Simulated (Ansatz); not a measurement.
The parent structure is MoTe2 in the 2H-MoS2 type structure (space group P6_3/mmc, No. 194; a = 3.5419 Å, c = 14.1820 Å; layered, stacked along the Cartesian z axis). Axes: x lies along a and z along c of the hexagonal cell.

The values are results of r2SCAN+rVV10, PAW, 500 eV (Ansatz, an electronic-structure program; spin-orbit coupling left out), earlier PAW set, not measurements.

Strains are applied to the cell and any free atomic positions relax.

One change was made to it. Results:

The band gap rises by 0.05 eV (0.87 eV → 0.92 eV); the energy increases by 3.4 meV/atom.

### Question
What was done to the base?
A. strain tensor (xx, yy, zz, yz, xz, xy) = (−1.35, −0.07, +0.17, +0.32, −0.11, −0.92) %
B. strain tensor (xx, yy, zz, yz, xz, xy) = (+0.70, −1.58, +0.75, −2.79, −0.73, +1.43) %
C. isotropic strain −2.54 %
D. isotropic strain −0.62 %

### Answer
A, strain tensor (xx, yy, zz, yz, xz, xy) = (−1.35, −0.07, +0.17, +0.32, −0.11, −0.92) %. For comparison, the energy relative to the base in the other runs: strain tensor (xx, yy, zz, yz, xz, xy) = (+0.70, −1.58, +0.75, −2.79, −0.73, +1.43) % gives +10 meV/atom; isotropic strain −0.62 % gives +1.3 meV/atom; isotropic strain −2.54 % gives +23 meV/atom.

With Te present, leaving out spin-orbit coupling can change the band edges. Whether these cells are dynamically stable was not tested.
